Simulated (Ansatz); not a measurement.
## MgTe: uniaxial strain ε_xx = −0.60 %

The reference is MgTe in the wurtzite structure (space group P6_3mc, No. 186; a = 4.509 Å, c = 7.338 Å). Axes: x lies along a and z along c of the hexagonal cell.

Now apply this change: uniaxial strain ε_xx = −0.60 %, all other strain components held at zero, atoms relaxed at fixed cell.

Calculations: LDA/PAW in Ansatz (a program for electronic structure), scalar-relativistic without spin-orbit coupling. Settings: 9×9×5 k-points, 0.05 eV Fermi–Dirac smearing.

The volume per atom drops by 0.194 Å³ (32.30 Å³ → 32.10 Å³) and the space group goes from P6_3mc (No. 186) to Cmc2_1 (No. 36). The shortest interatomic distance shrinks by 0.0065 Å to 2.750 Å and the energy stays essentially unchanged. The pressure (mean of the normal stresses, compression positive) goes from zero to 0.24 GPa and the band gap goes up by 0.017 eV to 2.44 eV (an upper bound: an edge found on the path is not a true extremum; the base alone). The largest internal atomic displacement is 0.010 Å and the stress (xx, yy, zz, yz, xz, xy; compression positive) is (0.34, 0.20, 0.18, 0.00, 0.00, 0.00) GPa.

Final structure:

```xyz
4
Lattice="4.4818 0.0000 0.0000 -2.2409 3.9048 0.0000 0.0000 0.0000 7.3377" Properties=species:S:1:pos:R:3 pbc="T T T"
Mg     0.0000     2.5998     7.3384
Mg     2.2409     1.3050     3.6695
Te     0.0000     2.6130     2.7583
Te     2.2409     1.2918     6.4271
```

Spin-orbit coupling, missing from the scalar runs, can matter with Te. Stability against distortions was not tested.
